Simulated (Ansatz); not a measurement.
Take CaF2 in the rutile structure (space group P4_2/mnm, No. 136; a = 5.155 Å, c = 3.541 Å; a hypothetical phase, not in the database extracts checked) as the base. Axes: x, y, z lie along a, b, c of the conventional cell.

Now apply this change: strain tensor (xx, yy, zz, yz, xz, xy) = (−1.33, −1.23, −0.58, +0.35, +0.68, +0.22) %, atoms relaxed at fixed cell.

Levels (all Ansatz, a quantum-chemistry and plane-wave program, PAW): PBEsol (420 eV, without spin-orbit coupling); r2SCAN (500 eV, no SOC).

The geometry is relaxed with PBEsol.

| Item | Value |
|---|---|
| PBEsol lowest conduction level above the VBM at special points | Γ 6.95 eV; X 8.75 eV; Y 8.75 eV; V 8.88 eV |
| PBEsol pressure | 2.31 GPa |
| PBEsol gap character | direct at Γ |

**Question.** What does r2SCAN give at this geometry for the lowest conduction level above the VBM at special points, pressure and gap character?

**Answer.** The lowest conduction level above the VBM at special points goes from Γ 6.95 eV; X 8.75 eV; Y 8.75 eV; V 8.88 eV to Γ 7.77 eV; X 9.58 eV; Y 9.58 eV; V 9.77 eV; the pressure grows by 0.95 GPa, from 2.31 GPa to 3.26 GPa; the gap character is still direct at Γ.

Single points use the geometry relaxed with PBEsol. Their cutoffs differ, which shifts pressures a little. Stability against distortions was not tested. Labels are those of the standard path for the cell's own space group.
